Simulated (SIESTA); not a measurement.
## Convergence study of the cutoff of the real-space grid for TiHg (P4mm, 2 atoms in the cell)

```yaml
crystal:
  lattice:
    - [3.02460, 0.00000, 0.00000]
    - [0.00000, 3.02460, 0.00000]
    - [0.00000, 0.00000, 4.11345]
  atoms:
    - { symbol: Ti, position: [0.50000, 0.50000, 0.51216], spin: 1.0 }
    - { symbol: Hg, position: [0.00000, 0.00000, 0.00000] }
```
(The spins are starting values, not results.)

Computed with GGA PBEsol, numerical atomic orbitals TZP, PseudoDojo PBEsol standard norm-conserving potentials (rewritten from UPF to PSML) in SIESTA.

Base settings: XC.functional = GGA; XC.authors = PBEsol; potentials = PseudoDojo PBEsol standard; PAO.BasisSize = TZP; PAO.EnergyShift = 0.01 Ry; MeshCutoff = 400 Ry; kgrid.MonkhorstPack = 4 4 3; OccupationFunction = FD; ElectronicTemperature = 0.1 eV; Spin = polarized.

The mesh stays at the base's, so the ladder's end is converged at best in this setting alone.

Only quantities that move along the ladder and can be compared are tabulated.

Core times come from one kind of shared machine, to one figure; runs under 30 s give none.

The starting cell comes from a database of computed structures (which also holds hypothetical and non-ambient phases and stackings), without a prior relaxation at this level. Its lattice was rescaled by up to half a per cent. One atom was moved a little off its site on purpose. The starting moments vanished: the run ended non-magnetic. Values carry the incompleteness of an atom-centred basis. In the base run, with a pressure of about -11 GPa the cell is away from its equilibrium volume at this level. Without a gap this mesh is coarse (it stands for a supercell whose shortest vector is 12 Å).

```csv
MeshCutoff,free energy less the last step's (meV/atom),pressure (GPa),core time / last (rough)
140 Ry (147 Ry used),-2.42,-10.23,–
160 Ry (167 Ry used),-2.33,-10.10,–
180 Ry (212 Ry used),-1.10,-10.67,–
220 Ry (261 Ry used),-0.75,-10.77,–
280 Ry (309 Ry used),0.13,-10.78,0.2
360 Ry (376 Ry used),-0.22,-10.49,0.3
400 Ry (408 Ry used),-0.20,-10.74,0.3
480 Ry (483 Ry used),-0.22,-10.66,0.4
600 Ry (669 Ry used),0.01,-10.57,0.5
800 Ry (847 Ry used),0.07,-10.71,0.7
960 Ry (1045 Ry used),0.00,-10.60,1
```

Coarsest MeshCutoff that holds the pressure within 0.2 GPa: not settled: the last two steps still differ by 0.11 GPa, over half the tolerance, so the ladder does not show it.

Coarsest MeshCutoff that holds the free energy within 0.5 meV/atom of the last step, with all finer ones: 280 Ry (309 Ry used), at about 0.2 of the last step's time; the step before is off by 0.75 meV/atom.

Two neighbours can agree and both be off: 140 Ry and 160 Ry differ by 0.09 meV/atom in the free energy, yet lie about 2.3 meV/atom from the last step.
